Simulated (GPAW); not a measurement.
Worked example: self-consistent single point of CrPd3 (Pm-3m, 4 atoms in the cell) in GPAW

Method of the run: PBEsol, GPAW PAW datasets PBEsol (made by gpaw-setup) (plane waves; GPAW).

Input as run:

```python
from ase import Atoms
from ase.units import GPa
from gpaw import GPAW, PW

atoms = Atoms(['Cr', 'Pd', 'Pd', 'Pd'],
              cell=[[3.890880, 0.000000, 0.000000],
                    [0.000000, 3.890880, 0.000000],
                    [0.000000, 0.000000, 3.890880]],
              scaled_positions=[[0.000000, 0.000000, 0.000000],
                                [0.000000, 0.500000, 0.500000],
                                [0.500000, 0.000000, 0.500000],
                                [0.500000, 0.500000, 0.000000]],
              pbc=True)

atoms.set_initial_magnetic_moments([3.0, 0.0, 0.0, 0.0])

calc = GPAW(spinpol=True,
            mode=PW(850),
            xc='PBEsol',
            kpts=(9, 9, 9),
            occupations={'name': 'methfessel-paxton', 'width': 0.272, 'order': 0},
            nbands=-8,
            convergence={'density': 1e-05, 'energy': 1e-05},
            symmetry={'symmorphic': False, 'tolerance': 0.0005},
            maxiter=120,
            txt='-')

atoms.calc = calc

energy = atoms.get_potential_energy()
print('Energy (eV):', round(energy, 6))
forces = atoms.get_forces()
print('Forces (eV/Ang):')
print(forces.round(5))
stress = atoms.get_stress()
print('Stress (GPa, Voigt):', (stress / GPa).round(4))
```

The program printed (abridged):

```
Input parameters:
  convergence: {density: 1e-05,
                energy: 1e-05}
  kpts: [9 9 9]
  maxiter: 120
  mode: {ecut: 850.0,
         name: pw}
  nbands: -8
  occupations: {name: methfessel-paxton,
                order: 0,
                width: 0.272}
  spinpol: True
  symmetry: {symmorphic: False,
             tolerance: 0.0005}
  xc: PBEsol

species:
  Cr:
    name: Chromium
    Z: 24.0
    valence: 6
    core: 18
    charge: 0.0
    file: Cr.PBEsol.gz

    # Using partial waves for Cr as LCAO basis

  Pd:
    name: Palladium
    Z: 46.0
    valence: 16
    core: 30
    charge: 0.0
    file: Pd.PBEsol.gz

    # Using partial waves for Pd as LCAO basis

Reference energy: -440034.924668  # eV

Spin-polarized calculation.
Initial magnetic moment: 3.000000

Convergence criteria:
 Maximum [total energy] change in last 3 cyles: 1e-05 eV / valence electron
 Maximum integral of absolute [dens]ity change: 1e-05 electrons / valence electron
 Maximum integral of absolute [eigenst]ate change: 4e-08 eV^2 / valence electron
 Maximum number of scf [iter]ations: 120

Symmetries present (total): 48
Symmetries with fractional translations: 0
729 k-points: 9 x 9 x 9 Monkhorst-Pack grid
35 k-points in the irreducible part of the Brillouin zone
       k-points in crystal coordinates                weights
   0:     0.00000000    0.00000000    0.00000000          1/729
   1:     0.11111111    0.00000000    0.00000000          6/729
   2:     0.11111111    0.11111111    0.00000000         12/729
   [... 7 lines left out ...]
          ...
  34:     0.44444444    0.44444444    0.44444444          8/729

Wave functions: Plane wave expansion
  Cutoff energy: 850.000 eV
  Number of coefficients (min, max): 3287, 3346
  Pulay-stress correction: 0.000000 eV/Ang^3 (de/decut=0.000000)

Occupation numbers: Methfessel-Paxton:
  width: 0.2720  # eV
  order: 0

Eigensolver

Densities:
  Coarse grid: 27*27*27 grid
   [... lines left out ...]
  Backend: pulay
  Linear mixing parameter: 0.05
  old densities: 5
  Damping of long wavelength oscillations: 50

Hamiltonian:
  XC and Coulomb potentials evaluated on a 54*54*54 grid
  External potential:
    NoExternalPotential

XC parameters: PBEsol with 2 nearest neighbor stencil

Number of atoms: 4
Number of atomic orbitals: 45
Number of bands in calculation: 36
Number of valence electrons: 54
Bands to converge: occupied

Density initialized from atomic densities
  36 bands from LCAO basis set

Atomic positions and initial magnetic moments

Positions:
   0 Cr     0.000000    0.000000    0.000000    ( 0.0000,  0.0000,  3.0000)
   1 Pd     0.000000    1.945440    1.945440    ( 0.0000,  0.0000,  0.0000)
   2 Pd     1.945440    0.000000    1.945440    ( 0.0000,  0.0000,  0.0000)
   3 Pd     1.945440    1.945440    0.000000    ( 0.0000,  0.0000,  0.0000)

Unit cell:
           periodic     x           y           z      points  spacing
  1. axis:    yes    3.890880    0.000000    0.000000    27     0.1441
  2. axis:    yes    0.000000    3.890880    0.000000    27     0.1441
  3. axis:    yes    0.000000    0.000000    3.890880    27     0.1441

  Lengths:   3.890880   3.890880   3.890880
  Angles:   90.000000  90.000000  90.000000

Effective grid spacing dv^(1/3) = 0.1441
     iter     time        total  log10-change:  magmom
                         energy   eigst   dens
iter:   1 --:--:--   -44.096837                   +2.9841
iter:   2 --:--:--   -26.925768   -0.62  -0.96    +1.6770
iter:   3 --:--:--   -25.762622   -1.21  -1.16    +1.8219
iter:   4 --:--:--   -25.323482   -1.13  -1.30    +1.9292
iter:   5 --:--:--   -24.234447   -0.83  -1.34    +2.3006
iter:   6 --:--:--   -24.315953   -2.28  -1.97    +2.4341
   [... 13 lines left out ...]
iter:  20 --:--:--   -24.122028   -5.00  -3.30    +2.8048
iter:  21 --:--:--   -24.121362   -5.26  -3.14    +2.7615
iter:  22 --:--:--   -24.120693   -5.23  -3.18    +2.7765
iter:  23 --:--:--   -24.119301   -4.93  -3.38    +2.8075
iter:  24 --:--:--   -24.119281   -6.24  -3.97    +2.7960
iter:  25 --:--:--   -24.118945c  -5.92  -3.93    +2.8175
iter:  26 --:--:--   -24.119259c  -5.67  -3.86    +2.8301
iter:  27 --:--:--   -24.119522   -6.38  -3.92    +2.8217
iter:  28 --:--:--   -24.119764c  -5.92  -3.81    +2.7970
iter:  29 --:--:--   -24.119917c  -6.28  -3.72    +2.8091
   [... lines left out ...]
iter:  77 --:--:--   -24.118632c  -7.70c -3.94    +2.8317
iter:  78 --:--:--   -24.118647c  -8.76c -4.01    +2.8312
iter:  79 --:--:--   -24.118665c  -8.05c -4.01    +2.8296
iter:  80 --:--:--   -24.118693c  -7.55c -4.00    +2.8304
iter:  81 --:--:--   -24.118883c  -6.21  -4.10    +2.8299
iter:  82 --:--:--   -24.118884c  -7.39  -4.97    +2.8305
iter:  83 --:--:--   -24.118975c  -7.28  -4.77    +2.8252
iter:  84 --:--:--   -24.118981c  -7.16  -4.59    +2.8216
iter:  85 --:--:--   -24.118880c  -6.86  -4.98    +2.8227
iter:  86 --:--:--   -24.118929c  -7.93c -4.48    +2.8208
iter:  87 --:--:--   -24.118841c  -6.98  -4.70    +2.8290
iter:  88 --:--:--   -24.118882c  -7.74c -4.76    +2.8247
iter:  89 --:--:--   -24.118917c  -7.75c -4.69    +2.8249
iter:  90 --:--:--   -24.118848c  -7.00  -5.21c   +2.8247
iter:  91 --:--:--   -24.118972c  -6.71  -4.38    +2.8248
iter:  92 --:--:--   -24.118989c  -7.54c -4.86    +2.8248
iter:  93 --:--:--   -24.118919c  -7.33  -4.61    +2.8252
iter:  94 --:--:--   -24.118922c  -9.19c -5.54c   +2.8255
Converged after 94 iterations.

Dipole moment: (0.000000, -0.000000, -0.000000) |e|*Ang

Total magnetic moment: (0.000000, 0.000000, 2.825467)
Local magnetic moments:
   0 Cr ( 0.000000,  0.000000,  2.768485)
   1 Pd ( 0.000000,  0.000000, -0.076889)
   2 Pd ( 0.000000,  0.000000, -0.076889)
   3 Pd ( 0.000000,  0.000000, -0.076889)

Energy contributions relative to reference atoms: (reference = -440034.924668)

Kinetic:        -33.405270
Potential:      +12.935290
External:        +0.000000
XC:              -3.282904
Entropy (-ST):   -0.205095
Local:           -0.263490
SIC:             +0.000000
--------------------------
Free energy:    -24.221470
Extrapolated:   -24.118922

Spin contamination: 0.286899 electrons
Showing only first 2 kpts
                      Up                     Down
 Kpt  Band  Eigenvalues  Occupancy  Eigenvalues  Occupancy
  0    25      9.37798    0.21801     11.49570    0.00000
  0    26      9.37798    0.21801     11.49570    0.00000
  0    27      9.78192    0.00199     11.88002    0.00000
  0    28      9.78192    0.00199     11.88002    0.00000

  1    25      9.31254    0.33043     11.18966    0.00000
  1    26      9.37823    0.21762     11.41590    0.00000
  1    27      9.55320    0.04552     11.41590    0.00000
  1    28      9.55320    0.04552     11.44145    0.00000

Fermi level: 9.22817

No gap
No difference between direct/indirect transitions
Energy (eV): -24.118922

Forces in eV/Ang:
  0 Cr   -0.00000    0.00000    0.00000
  1 Pd    0.00000   -0.00000    0.00000
  2 Pd   -0.00000    0.00000    0.00000
  3 Pd   -0.00000    0.00000    0.00000

Stress tensor:
     0.039725     0.000000     0.000000
     0.000000     0.039725     0.000000
     0.000000     0.000000     0.039725
Stress (GPa, Voigt): [6.3646 6.3646 6.3646 0.     0.     0.    ]
```

The run converged in 94 iterations. GPAW prints stress with tension positive.

The starting cell comes from a database of computed structures (which also holds hypothetical and non-ambient phases and stackings), without a prior relaxation at this level. With one magnetic atom in the cell only a parallel order is possible. With a pressure of about -6 GPa the cell is away from its equilibrium volume at this level.

Cost on one core of a shared machine: roughly 10 min.
